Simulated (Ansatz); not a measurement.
Base system: ZnO in the wurtzite structure (space group P6_3mc, No. 186; a = 3.1869 Å, c = 5.1526 Å). Axes: x lies along a and z along c of the hexagonal cell.

The values are results of LDA (Ansatz, a first-principles code, PAW, scalar-relativistic without spin-orbit coupling), not measurements.

Before the change:

| Item | Value |
|---|---|
| Gap character | direct at Γ |
| Band gap | 0.80 eV |
| Width of the top valence band | 1.93 eV |

Now apply this change: the cell is compressed by 3.00 % along z with no lateral relaxation; the atoms relax in the strained cell.

Question: What does the calculation give for the gap character, stress, band gap and width of the top valence band after the change?

Answer: The gap character is still direct at Γ; the stress (xx, yy, zz, yz, xz, xy; compression positive) is (4.14, 4.14, 7.10, 0.00, 0.00, 0.00) GPa; the band gap increases by 0.08 eV (0.80 eV → 0.88 eV); the width of the top valence band increases by 0.11 eV (1.93 eV → 2.04 eV).

No phonon test of stability was made.
